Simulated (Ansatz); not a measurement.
# How the bulk modulus B0 of HfPt (Cmcm, No. 63; cell taken from a computed entry) moves with the method

No measured value is used here.

```
level (code)     value (GPa)  cell (Å³/atom)
---------------  -----------  --------------
LDA (Ansatz)      (withheld)           17.89
PBEsol (Ansatz)          188           18.31
r²SCAN (Ansatz)          186           18.65
```

Some entries are withheld; supply them.


- LDA (Ansatz, an electronic-structure program), value (GPa): 199

The crystal itself was run without spin with LDA, PBEsol, r²SCAN; a magnetic state was not tried in these runs. Density-functional levels without +SOC have no spin–orbit coupling. LDA, PBEsol, r²SCAN: the bulk modulus is −V dP/dV from two relaxed cells at ±2 % in volume. LDA, PBEsol, r²SCAN: the relaxation could not lower the start's symmetry, so the cell can be a saddle point above a distorted one. Each level is taken at its own relaxed cell. Cutoffs differ between the levels. Ansatz's density-functional and Hartree–Fock values are scalar-relativistic unless marked +SOC, with PAW data made under PBE.
